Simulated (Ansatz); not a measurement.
SiCl3 on the (100) surface of germanium (p(2x2) alternately buckled dimers; a constructed slab, bottom: dihydride, held), one in a cell of 66 Å², energies for each. Energies are against SiCl4(g) − ½ Cl2(g), without zero-point or thermal terms; each row is named by its start (#2, #3: further inequivalent places of a kind). No converged result for: 1 more start.

Computed with PBE (plane waves to 420 eV, PAW; Ansatz, a program for electronic structure).

Set-up: 44 atoms, 11.3 Å thick at the start with caps and adatoms under the adsorbate (thin: gaps and levels are the slab's own); mesh 3x3x1; 0.01 eV smearing; dipole correction on; 24 atoms held, the rest relaxed; each run with such symmetry as its start has; spin-polarised, no spin-orbit, no U, no dispersion correction.

A negative adsorption energy means that the adsorbate is more stable on the surface than in its reference. Starts that drift may end in the same place. Heights count from the host atoms within 0.3 Å of the top one. Moments of ungapped slabs depend on the mesh.

```json
[
 {"starting site": "top Ge", "E_ads (eV)": "1.20", "height (Å)": "1.78", "nearest host atom (Å)": "Ge 2.42", "bonded to": "Ge", "Δ work function (eV)": "0.23", "lateral drift (Å)": "0.6", "moment (μB)": "0.0"},
 {"starting site": "top Ge #2", "E_ads (eV)": "1.18", "height (Å)": "1.86", "nearest host atom (Å)": "Ge 2.41", "bonded to": "Ge", "Δ work function (eV)": "0.76", "lateral drift (Å)": "0.9", "moment (μB)": "1.0"},
 {"starting site": "over Ge at depth 1.6 Å", "E_ads (eV)": "1.19", "height (Å)": "1.82", "nearest host atom (Å)": "Ge 2.42", "bonded to": "Ge", "Δ work function (eV)": "0.44", "lateral drift (Å)": "1.9", "moment (μB)": "0.1"},
 {"starting site": "hollow Ge-Ge-Ge over Ge at depth 3.0 Å (the adsorbate is bound through another atom)", "E_ads (eV)": "2.24", "height (Å)": "1.11", "nearest host atom (Å)": "Ge 3.33", "bonded to": "2 Ge", "Δ work function (eV)": "0.67", "lateral drift (Å)": "0.4", "moment (μB)": "0.8"},
 {"starting site": "bridge Ge-Ge (span 4.1 Å)", "E_ads (eV)": "1.20", "height (Å)": "1.79", "nearest host atom (Å)": "Ge 2.41", "bonded to": "Ge", "Δ work function (eV)": "0.22", "lateral drift (Å)": "2.2", "moment (μB)": "0.0"},
 {"starting site": "bridge Ge-Ge (span 2.4 Å)", "E_ads (eV)": "1.20", "height (Å)": "1.78", "nearest host atom (Å)": "Ge 2.41", "bonded to": "Ge", "Δ work function (eV)": "0.25", "lateral drift (Å)": "1.8", "moment (μB)": "0.1"}
]
```
